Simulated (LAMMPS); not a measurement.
LAMMPS 22 Jul 2025, classical MD, Vashishta (SiC.vashishta): SiC, 2744 atoms.

* **task**: MD, nve
* **potential**: Vashishta, SiC.vashishta
* **copies of the repeat unit**: 7×7×7
* **shape (slab and sphere leave vacuum in the box)**: bulk
* **steps**: 2000
* **timestep**: 1 fs
* **thermo**: 50
* **newton**: on (default)
* **atom_modify sort (bins of 2 Å where set)**: 1000 (default)
* **comm_style**: brick (default)
* **box**: 30.5 × 30.5 × 30.5 Å
* **start**: generated zinc blende lattice, warmed in an untimed run

All runs start from one configuration, warmed at this fixed volume for 1000 steps under a thermostat at 600 K. The run at a skin of 2 Å has a mean temperature of 611 K and a mean pressure of 3.5 GPa.

One run each, on a shared machine, so no times are given.

With neigh_modify every 1 delay 0 check yes, skins of 0.1, 0.3, 0.5, 1, 1.5, 2, 3 Å were run. Further schedules:
- skin 1 Å, every 10 delay 0 check yes
- skin 0.3 Å, every 1 delay 10 check yes
- skin 2 Å, every 10 delay 0 check yes
- skin 0.3 Å, every 10 delay 0 check yes
- skin 1 Å, every 1 delay 10 check yes
- skin 2 Å, every 100 delay 0 check no
- skin 1 Å, every 20 delay 0 check no

A schedule rebuilds too seldom if it shows a dangerous build, rebuilds less often than the check at every step does at that skin, or fails.

### Question
Which schedules can miss pairs here, and how do rebuilds depend on the skin?

### Answer
With the check at every step the rebuilds are 963 at 0.1 Å, 326 at 0.3 Å, 187 at 0.5 Å, 20 at 1 Å, 0 at 1.5 Å, 0 at 2 Å, 0 at 3 Å. Too seldom: skin 0.3 Å, every 1 delay 10 check yes; skin 0.3 Å, every 10 delay 0 check yes.

```
setting                                 rebuilds  dangerous builds  list entries an atom  change of the total energy (meV/atom)
--------------------------------------  --------  ----------------  --------------------  -------------------------------------
skin 0.1 Å, every 1 delay 0 check yes        963                 —                   159                                 −0.012
skin 0.3 Å, every 1 delay 0 check yes        326                 —                   167                                 −0.012
skin 0.5 Å, every 1 delay 0 check yes        187                 —                   184                                 −0.012
skin 1 Å, every 1 delay 0 check yes           20                 —                   252                                 −0.012
skin 1.5 Å, every 1 delay 0 check yes          0                 —                   282                                 −0.012
skin 2 Å, every 1 delay 0 check yes            0                 —                   328                                 −0.012
skin 3 Å, every 1 delay 0 check yes            0                 —                   445                                 −0.012
skin 1 Å, every 10 delay 0 check yes          22                 0                   252                                 −0.012
skin 0.3 Å, every 1 delay 10 check yes       200               200                   167                                 −0.012
skin 2 Å, every 10 delay 0 check yes           0                 0                   328                                 −0.012
skin 0.3 Å, every 10 delay 0 check yes       200               200                   167                                 −0.012
skin 1 Å, every 1 delay 10 check yes          20                 0                   252                                 −0.012
skin 2 Å, every 100 delay 0 check no          20       not counted                   328                                 −0.012
skin 1 Å, every 20 delay 0 check no          100       not counted                   251                                 −0.012
```

Where the energy changes as in the checked runs, the late rebuilds cost nothing that shows in this run. List entries are as LAMMPS prints them (Ave neighs/atom).
